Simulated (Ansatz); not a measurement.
The starting structures come from a database of crystals and need not be the phases stable at ambient conditions.

By PBEsol, the system below comes out a metal.

The ballistic (Sharvin) conductance counts the channels at the Fermi level: G/A = (e²/h) × channels of both spins per area.

Given:

```xyz
4
Lattice="3.7714 0.0000 0.0000 -1.8857 4.9736 0.0000 0.0000 0.0000 3.7568" Properties=species:S:1:pos:R:3 pbc="T T T"
Zr     1.8857     1.4438     0.9392
Zr     0.0000     3.5298     2.8176
Si     1.8857     4.1962     0.9392
Si     0.0000     0.7774     2.8176
```

The cell is taken as given; by PBEsol it stands under a pressure of -3.1 GPa.

The current flows along the normal of the first two printed cell vectors. No spin-orbit coupling; the value is a mean over 0.1 eV about the Fermi level.

**Question.** Compute, with PBEsol (Ansatz, an electronic-structure program), the ballistic conductance per area.

**Answer.** 0.34 × 10¹⁵ S/m² for both spins.
